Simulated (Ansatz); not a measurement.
Structure of amorphous Si30N42Be3 (periodic cell):

```xyz
75
Lattice="9.4944 0.1423 0.1227 0.1423 9.3020 -0.2228 0.1227 -0.2228 9.3295" Properties=species:S:1:pos:R:3 pbc="T T T"
Si     2.2034     0.4393     0.6846
Si     1.0950     8.9770     3.3833
Si     3.2872     7.2525     8.0306
Si     8.5835     6.8598     3.2414
Si     7.7394     0.3456     0.7049
Si     9.5408     0.6113     8.2961
Si     8.4425     8.8495     5.5210
Si     5.0577     2.4620     7.1585
Si     7.4825     4.3837     7.0695
Si     4.3054     2.1544     2.0808
Si     5.2191     6.3016     5.9289
Si     0.1429     1.9818     5.4986
Si     2.4541     2.5337     8.7371
Si     4.1053     8.4375     3.4108
Si     0.6490     7.5625     0.5734
Si     6.9827     4.5809     4.1808
Si     8.5997     2.1399     3.1038
Si     1.7939     3.6843     3.2486
Si     0.1552     4.4685     5.1653
Si     0.8093     5.2231     8.0038
Si     5.9704     8.9963     6.0359
Si     6.7011     9.3083     3.0853
Si     3.9269     5.2417     3.4254
Si     6.8005     2.9813     0.1069
Si     5.8025     6.5761     2.1590
Si     2.2928     6.0741     5.4218
Si     5.0096     0.3733     9.1693
Si     7.9033     5.7276     0.5481
Si     9.3250     3.3050     0.7359
Si     6.5381     7.2590     8.3426
N      7.7526     0.7888     2.3271
N      3.7359     8.5626     9.1066
N      4.1567     6.9395     2.5585
N      9.4054     7.9995     4.2442
N      3.0014     1.9173     0.9584
N      3.5278     3.5528     2.8675
N      6.5853     5.2202     5.8211
N      0.4602     2.9174     2.1855
N      1.0859     3.6673     8.8570
N      6.9706     7.5968     2.9762
N      5.0396     2.7162     5.5012
N      2.6350     8.9315     4.0994
N      4.8715     7.9952     5.0990
N      9.0940     6.6094     1.5439
N      1.3959     8.7835     1.6126
N      7.2796     8.0138     6.6683
N      3.5178     3.1270     7.5763
N      5.0027     6.7919     7.5897
N      8.4204     1.6829     9.2703
N      1.5590     0.9975     8.6400
N      2.0461     5.4360     3.6912
N      8.6999     3.4791     6.2449
N      6.3567     6.4031     0.4949
N      8.5826     5.3429     4.0711
N      8.4812     5.4857     8.1964
N      5.4838     2.1046     0.7738
N      6.4278     8.9612    -0.0649
N      7.7912     4.0801     1.0027
N      3.9009     5.3227     5.3041
N      9.5286     1.2104     4.1830
N      1.8436     6.4437     8.8432
N      1.3040     3.1603     4.8351
N      5.1615     0.7517     7.4711
N      7.3041     2.9359     3.8591
N      1.0228     5.3817     6.3167
N      6.4173     3.3409     7.9346
N      2.5745     7.4598     6.4698
N      9.2504     8.5105     9.0062
N      6.8588     0.4567     5.0277
N      5.7485     5.1403     3.1225
N      9.3050     0.6979     6.6253
N      4.8745     0.5074     2.9455
Be     3.2481     8.4588     5.4998
Be     6.3171     2.1242     4.8186
Be     3.8059     3.6773     5.8737
```

The numbers are results of PBE, scalar-relativistic without spin-orbit coupling (plane waves to 420 eV, PAW; Ansatz, a quantum-chemistry and plane-wave program), not measurements.

The cell was made by melting and quenching with the CHGNet potential and then relaxed with DFT. N atoms were pushed apart under 1.9 Å during the dynamics, to hinder bonds among them. The hot cell started wider than the set density and was brought back towards it in steps. It is the lowest in DFT energy of 2 quenches. It is a model cell: composition and starting density were chosen by hand, and all elements were melted together. No dispersion term was used. Its density started from a set value of 2.94 and ended at 2.94 g/cm³. The quench (nominally 450 K/ps over its main leg) was far faster than any real one, so the model tends to hold more defects than a real film. A cell of this size samples the disorder only roughly. The volume was held where the preparation left it and the shape relaxed, at a PBE pressure of -0.6 GPa (tension). Stress components on the final sampling reach 0.6 GPa.

Cut-offs for bonds: Si-Si 2.60 Å, Si-N 2.12 Å, Si-Be 2.28 Å, N-N 1.70 Å, N-Be 2.00 Å, Be-Be 2.11 Å. Two cations that share two anions don't count as bonded, nor two that share one unless they lie closer than Si-Si 2.38 Å, Si-Be 2.21 Å, Be-Be 2.05 Å.

Task: Give the coordination numbers, mean bond lengths and angles.

Result: 
* **Mean coordination of Si by anions**: 4.03 (29 with 4, 1 with 5)
* **Mean coordination of N**: 3.10 (38 with 3, 4 with 4)
* **Mean coordination of Be by anions**: 3.00 (3 with 3)
* **Mean Si-N bond**: 1.772 Å (spread 0.062 Å, 121 counted)
* **Mean N-Be bond**: 1.664 Å (spread 0.094 Å, 9 counted)
* **Bond angle at Si**: mean 109.2°, spread 13.5°
* **Bond angle at N**: mean 115.6°, spread 16.3°
* **Bond angle at Be**: mean 115.9°, spread 9.5°

Task: Which atoms depart from the most common coordination of their element?

Result: Si23 has 5 (N36 1.82 Å, N70 1.85 Å, N59 1.88 Å, N51 1.91 Å, N33 1.92 Å); N43 has 4 (Be73 1.74 Å, Si21 1.76 Å, Si14 1.91 Å, Si11 1.92 Å); N49 has 4 (Si5 1.82 Å, Si6 1.83 Å, Si24 1.85 Å, Si29 1.91 Å); N59 has 4 (Be75 1.74 Å, Si11 1.76 Å, Si26 1.78 Å, Si23 1.88 Å); N69 has 4 (Be74 1.77 Å, Si21 1.78 Å, Si22 1.80 Å, Si7 1.85 Å).

Task: List the pairs of like atoms that count as bonded by the rules above.

Result: There are none by these rules.
